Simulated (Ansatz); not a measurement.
InSbO₄ (model structure, started from the BPO4 type, I-4, No. 82, 6 atoms in the cell), treated with r²SCAN (Ansatz, an electronic-structure program, PAW).

Numerical settings: plane-wave cutoff 560 eV, 10×10×10 k mesh, Fermi–Dirac smearing 0.01 eV, scalar-relativistic PAW data made under PBE.

Cell (relaxed at this level):

```cif
data_InO4Sb
_chemical_formula_sum 'In1 Sb1 O4'
_space_group_name_H-M_alt 'P 1'
_space_group_IT_number 1
_cell_length_a 5.69855
_cell_length_b 5.69855
_cell_length_c 5.69855
_cell_angle_alpha 118.013
_cell_angle_beta 118.013
_cell_angle_gamma 93.477
loop_
_space_group_symop_operation_xyz
  'x, y, z'
loop_
_atom_site_label
_atom_site_type_symbol
_atom_site_fract_x
_atom_site_fract_y
_atom_site_fract_z
_atom_site_occupancy
In1 In 0.25000 0.75000 0.50000 1
Sb1 Sb 0.00000 0.00000 0.00000 1
O1 O 0.27045 0.35649 0.37303 1
O2 O 0.64351 0.01654 0.91397 1
O3 O 0.98346 0.89742 0.62697 1
O4 O 0.10258 0.72955 0.08603 1
```

**Question.** Predict the band gap and smallest direct gap on the k points sampled.

**Answer.** 
band gap: 2.92 eV
smallest direct gap on the k points sampled: 2.97 eV

Note: the relaxation could raise the start's symmetry but not lower it, so the cell can be a saddle point.

Spin–orbit coupling is not included.

A model structure was made by putting elements into a prototype or built by hand; it is no filed structure, need not be a known phase, and can be a saddle point held by its symmetry.
